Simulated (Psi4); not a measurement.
Psi4 1.11, B3LYP/def2-svpd, scf_type pk: V(O)(F)3 ([O]=[V]([F])([F])[F]), 5 atoms. The geometry is a generated start, not checked to be a minimum at this level.

```
Quantity                                          Value
-----------------------  ------------------------------
task                                             energy
method                                            b3lyp
basis                                         def2-svpd
memory                                             7 GB
e_convergence                                     1e-08
d_convergence                                     1e-07
guess                    auto, which took SAD (default)
diis_max_vecs                              10 (default)
scf_initial_accelerator                 adiis (default)
dft_radial_points                          75 (default)
dft_spherical_points                      302 (default)
basis functions                                     126
grid points                                      109809
```

```xyz
5

V     -0.0077    -0.0041     0.0089
O      0.9228     0.4733    -1.0897
F      0.8884    -0.8248     1.0807
F     -1.1254    -0.9532    -0.6805
F     -0.6781     1.3088     0.6805
```
Charge 0, spin multiplicity 1.

The reference run uses exact four-centre integrals (scf_type = pk). Single runs; times are not shown.

Settings tried, all else as in the reference:
- scf_type = cd, cholesky_tolerance = 1e-05
- scf_type = dfdirj+cosx
- scf_type = cd, cholesky_tolerance = 0.0001 (default)
- scf_type = cd, cholesky_tolerance = 0.001
- scf_type = dfdirj+cosx, cosx_radial_points_final = 75, cosx_spherical_points_final = 302
- scf_type = mem_df
- scf_type = dfdirj+cosx, cosx_radial_points_final = 50, cosx_spherical_points_final = 194
- scf_type = cd, cholesky_tolerance = 1e-06
- scf_type = dfdirj+cosx, cosx_radial_points_final = 25, cosx_spherical_points_final = 50
- scf_type = dfdirj+snlink
- scf_type = dfdirj+link

### Question
Sort the settings: which keep to the reference within 1.0 meV/atom in energy, and which don't?

### Answer
Within it: scf_type = cd, cholesky_tolerance = 1e-05; scf_type = mem_df; scf_type = cd, cholesky_tolerance = 1e-06; scf_type = dfdirj+link; scf_type = dfdirj+snlink; scf_type = dfdirj+cosx, cosx_radial_points_final = 50, cosx_spherical_points_final = 194; scf_type = dfdirj+cosx, cosx_radial_points_final = 75, cosx_spherical_points_final = 302. Outside: scf_type = cd, cholesky_tolerance = 0.0001 (default); scf_type = dfdirj+cosx, cosx_radial_points_final = 25, cosx_spherical_points_final = 50; scf_type = dfdirj+cosx; scf_type = cd, cholesky_tolerance = 0.001.

```json
[
 {"setting": "scf_type = cd, cholesky_tolerance = 1e-05", "energy against the reference": "+0.014 meV/atom"},
 {"setting": "scf_type = mem_df", "energy against the reference": "+0.029 meV/atom"},
 {"setting": "scf_type = cd, cholesky_tolerance = 1e-06", "energy against the reference": "−0.13 meV/atom"},
 {"setting": "scf_type = dfdirj+link", "energy against the reference": "−0.47 meV/atom"},
 {"setting": "scf_type = dfdirj+snlink", "energy against the reference": "−0.48 meV/atom"},
 {"setting": "scf_type = dfdirj+cosx, cosx_radial_points_final = 50, cosx_spherical_points_final = 194", "energy against the reference": "+0.55 meV/atom"},
 {"setting": "scf_type = dfdirj+cosx, cosx_radial_points_final = 75, cosx_spherical_points_final = 302", "energy against the reference": "+0.58 meV/atom"},
 {"setting": "scf_type = cd, cholesky_tolerance = 0.0001 (default)", "energy against the reference": "−1.9 meV/atom"},
 {"setting": "scf_type = dfdirj+cosx, cosx_radial_points_final = 25, cosx_spherical_points_final = 50", "energy against the reference": "−2.6 meV/atom"},
 {"setting": "scf_type = dfdirj+cosx", "energy against the reference": "+4.4 meV/atom"},
 {"setting": "scf_type = cd, cholesky_tolerance = 0.001", "energy against the reference": "−5.5 meV/atom"}
]
```

Total energies are compared; such shifts often cancel in part in energy differences. The DFDIRJ builders fit J, which adds its shift to that of exchange. Psi4 runs the final COSX grid once, on the density of the start grid. No test of the SCF solution's stability was run. Also tried and not ranked: scf_type = direct (same energy as a listed run); scf_type = cd, cholesky_tolerance = 0.01 (possibly another state). The tolerance is a choice made for this comparison.
